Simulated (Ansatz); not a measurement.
System: AlB2-type HfB2. Method: r²SCAN+rVV10 (plane waves, PAW; Ansatz, an electronic-structure program).

Settings: plane-wave cutoff 560 eV, 24×24×16 k mesh (along the axes of the cell as run), Fermi–Dirac smearing 0.05 eV, scalar-relativistic PAW data made under PBE.

Properties against volume:

Shape and atoms are relaxed at each volume.

```
V (Å³/atom)  P (GPa)  c (Å)  a (Å)
-----------  -------  -----  -----
9.438          11.42  3.416  3.094
9.635           5.43  3.444  3.113
9.831           0.00  3.471  3.132
10.028         -4.92  3.498  3.151
10.225         -9.39  3.526  3.170
```

Note: the bulk modulus comes from volumes at which shape and atoms were relaxed.
